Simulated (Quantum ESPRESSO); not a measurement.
Quantum ESPRESSO 7.5, DFT, PBE, plane waves, PseudoDojo 0.5 standard norm-conserving PBE (local tails restored to the Coulomb form): fcc Ni, atoms displaced, 4 atoms, spin-polarised from a ferromagnetic start (nspin = 2, starting_magnetization 0.1 on Ni). Basis and mesh were picked for this test and aren't claimed converged.

```fortran
&CONTROL
  calculation = 'scf'
  pseudo_dir = './pseudo'
  outdir = './out'
  tprnfor = .true.
  tstress = .false.
/
&SYSTEM
  ibrav = 0
  nat = 4
  ntyp = 1
  ecutwfc = 98.0
  ecutrho = 392.0
  occupations = 'smearing'
  smearing = 'mv'
  degauss = 0.02
  nspin = 2
  starting_magnetization(1) = 0.1
/
&ELECTRONS
  conv_thr = 4e-09
/
ATOMIC_SPECIES
Ni 58.6934 Ni.upf
CELL_PARAMETERS angstrom
  3.524000000000   0.000000000000   0.000000000000
  0.000000000000   3.524000000000   0.000000000000
  0.000000000000   0.000000000000   3.524000000000
ATOMIC_POSITIONS crystal
Ni   0.999789000000   0.001210000000   0.992957000000
Ni   0.005603000000   0.505190000000   0.482044000000
Ni   0.499466000000   0.992173000000   0.499224000000
Ni   0.498087000000   0.497730000000   0.996618000000
K_POINTS automatic
4 4 4 0 0 0
```

The program reports k-points computed (for each spin): 36, bands: 43, electrons: 72, G-vectors of the density: 38641, FFT grid: 45×45×45.

Machine: one whole node, Intel Xeon 6 (Granite Rapids), 96 cores on 1 socket, 2 hardware threads a core, 3 L3 cache groups, 3 NUMA nodes.

Wall times, medians of two to five repeats, each run alone on the node (launch to exit). Unless noted, each process is bound to its own block of adjacent cores. The times hold for this build (conda-forge: Open MPI 5.0, OpenMP, OpenBLAS 0.3.34 (pthreads), FFTW, ScaLAPACK, ELPA). Scratch files lie in a memory file system.

Started as
```bash
OMP_NUM_THREADS=1 mpirun -np 96 pw.x -nk 24 -in pw.in
```
(96 ranks, nbnd = 43 (default)) it takes 3.9 s and 13 SCF iterations.

Problem. Predict the time once the run is changed to nbnd = 90.

Solution. About 7.4 s (2 runs within 6 %): 1.9× as long. SCF iterations go from 13 to 12. Change in the result: energy equal as printed, forces (largest component) 0.16 meV/Å, absolute magnetization equal as printed.
